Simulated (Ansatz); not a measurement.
# Ga vacancy + Si on the Ga site (V_Ga+Si_Ga) (beta Ga2O3 host)

Level of theory: PBE, PAW (plane waves to 420 eV; Ansatz, a program for electronic structure). Cell: 120 sites, 1×3×2 repeats of a cell of 20 atoms; final energies on a 2×2×2 shifted mesh. Sites at the start: the Ga(2) site; Ga(2) 3.08 Å away. Energies of charged states are corrected for periodic images (point charge plus alignment at distant sites). Dielectric constants: PBE linear response of the host. Host gap at this level: 2.01 eV. These values are not converged in cell size to better than tenths of an eV. Levels are measured in PBE's own, too narrow, gap. Spin–orbit coupling is left out. Each state is the lowest found from its start.

Formation energies E_f are given with the Fermi level at the valence-band maximum. Chemical conditions: Ga-rich (Δμ(Ga) = 0.00 eV, Δμ(Si) = -2.27 eV, bounded by alpha cristobalite; only phases computed here count, gases as isolated molecules at 0 K); O-rich (Δμ(Ga) = -4.56 eV, Δμ(Si) = -8.35 eV, bounded by alpha cristobalite; only phases computed here count, gases as isolated molecules at 0 K). Reference phases: Ga: alpha gallium, Si: silicon.

The name describes the start; the neighbours show where the atoms ended.

Charges with a result: 0, −1, −2. Others weren't obtained, and one of them could lie lower, also by skipping a charge.

| charge | moment (μB) | point group | largest move off a lattice site (Å) | neighbours of the last Si atom of the defect at the end (Å) | image correction with alignment (eV) | E_f, Ga-rich (eV) | E_f, O-rich (eV) | above the lowest spin state (eV) |
|---|---|---|---|---|---|---|---|---|
| 0 | 2.0 | C1 | 0.44 | O 1.72, O 1.81, O 1.82, O 1.85, O 1.90, O 1.93 | 0.00 | 7.71 | 4.67 | 0.00 |
| 0† | not spin-polarised | – | 0.41 | O 1.71, O 1.81, O 1.82, O 1.84, O 1.91, O 1.94 | 0.00 | 7.95 | 4.91 | 0.24 |
| −1† | 1.0 | – | 0.40 | O 1.70, O 1.81, O 1.83, O 1.85, O 1.90, O 1.97 | 0.40 | – | – | 0.00 |
| −1† | 1.0 | – | 0.40 | O 1.70, O 1.81, O 1.83, O 1.85, O 1.90, O 1.97 | 0.40 | – | – | 0.00 |
| −2 | 0.0 | C1 | 0.46 | O 1.69, O 1.82, O 1.82, O 1.86, O 1.91, O 1.99 | 1.05 | 8.97 | 5.93 | 0.00 |
| −2 | not spin-polarised | C1 | 0.46 | O 1.69, O 1.82, O 1.82, O 1.86, O 1.91, O 1.99 | 1.05 | 8.97 | 5.93 | 0.00 |

† Not settled in this cell, so no level is given: charge −1: a level filled in part.

Point groups are those of the whole cell at tolerances of 0.03 and 0.1 Å ("near" where only the looser one holds); none is given for unsettled states.

Starting moments that weren't kept: charge −1 began with 3 μB and ended with 1.0; charge −2 began with 2 μB and ended with 0.0.

Flagged in the runs: a host whose relaxation on this sampling wasn't shown to rest.

All states together cost around 30 core-hours (rough).
